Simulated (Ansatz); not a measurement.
The parent structure is Cu in the fcc (Cu type) structure (space group Fm-3m, No. 225; a = 3.577 Å; relaxed with 0.1 eV smearing). Axes: x, y, z lie along the cube axes.

Level of theory: r2SCAN, PAW, 500 eV (Ansatz, a first-principles code; spin-orbit coupling left out).

For the base:

Pressure: 0.0 GPa

Modification: the cell is stretched by 1.00 % along z with no lateral relaxation; the atoms relax in the strained cell.

### Question
What does the calculation give for the energy relative to the base after the change?

### Answer
The energy grows by 0.7 meV/atom.

### Question
Predict the new pressure.

### Answer
The pressure (mean of the normal stresses, compression positive) goes from zero to -1.6 GPa.

No phonon test of stability was made. All final runs are without spin polarisation.
